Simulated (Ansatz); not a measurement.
```xyz
21
Lattice="21.0000 0.0000 0.0000 0.0000 14.5000 0.0000 0.0000 0.0000 5.7093" Properties=species:S:1:pos:R:3 pbc="T T T"
Se     5.4288     5.5873     3.7687
W      6.0363     7.2500     2.0714
Se     5.4288     8.9127     3.7687
Se     7.1827     5.3872     0.8621
W      7.0777     7.2500     4.8806
Se     7.1827     9.1128     0.8621
Se     8.8066     5.6359     3.8058
W      8.7954     7.2500     1.8239
Se     8.8066     8.8641     3.8058
Se    10.5000     5.5422     0.9675
W     10.5000     7.2500     4.8108
Se    10.5000     8.9578     0.9675
Se    12.1934     5.6359     3.8058
W     12.2046     7.2500     1.8239
Se    12.1934     8.8641     3.8058
Se    13.8173     5.3872     0.8621
W     13.9223     7.2500     4.8806
Se    13.8173     9.1128     0.8621
Se    15.5712     5.5873     3.7687
W     14.9637     7.2500     2.0714
Se    15.5712     8.9127     3.7687
```

Levels: PBE (plane waves to 420 eV, PAW; Ansatz, a program for electronic structure); Ansatz with PBE with spin-orbit coupling; r2SCAN (plane waves to 500 eV, PAW; Ansatz). Unmarked values and the geometry are of the first. Mesh 1×1×6. No spin polarisation, so a magnetic state wasn't tested. One-dimensional cell, images about 11 Å apart. A model structure. Symmetry and one short period hold its shape; lower forms weren't sought. Values not marked SOC lack spin–orbit coupling. Buckling under compression is shut out by symmetry and the short period.

Question: Say what this body is, and give its properties.

Answer: Armchair WSe2 nanoribbon, N = 7, bare edges. A hypothetical model, cut from the flat sheet.
largest distance between nuclei across the axis: 10.67 Å
edge energy against the flat WSe2 sheet, per length of one edge: +0.656 eV/Å
PBE gap: 0.43 eV, indirect, from k = 0.115 × 2π/c to Γ
electron mass along the axis (PBE): 0.66 mₑ
hole mass along the axis (PBE): 1.1 mₑ
valence and conduction edges under the vacuum level (PBE): 5.19 and 4.76 eV
PBE+SOC gap at this geometry: 0.43 eV
r2SCAN gap at this geometry: 0.56 eV
axial stiffness dF/dε: 97 nN
